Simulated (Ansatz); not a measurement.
**HfO2, response to strain**

The parent structure is HfO2 in the fluorite structure (space group Fm-3m, No. 225).

```xyz
3
Lattice="0.0000 2.5219 2.5219 2.5219 0.0000 2.5219 2.5219 2.5219 0.0000" Properties=species:S:1:pos:R:3 pbc="T T T"
Hf     0.0000     0.0000     0.0000
O      1.2609     1.2609     1.2609
O      3.7828     3.7828     3.7828
```

Cartesian axes are those of the cell as printed.

Strains are applied to the cell and any free atomic positions relax; under biaxial strain the out-of-plane vector relaxes too.

All numbers come from PBEsol (Ansatz, an electronic-structure program; PAW; 420 eV plane waves; spin-orbit coupling left out).

| biaxial strain, plane normal [001], relaxed out of plane (%) | out-of-plane strain (%) |
|---|---|
| -3 | 1.25 |
| -2.5 | ? |
| -2 | 0.81 |
| -1.5 | 0.60 |
| -1 | 0.39 |
| -0.5 | 0.19 |
| 0 | 0.00 |

Problem. Fit ε⊥ = −νε + γε² (strains in %) to the rows shown and predict the withheld row.

Solution. Least squares on the printed values gives ν = 0.38 (the biaxial Poisson response) and γ = 0.012 (largest residual 0.00 %); this predicts 1.03 %, and the run gives 1.03 %, in agreement.

Whether these cells are dynamically stable was not tested. This is not the structure that HfO2 has at room temperature and ambient pressure.
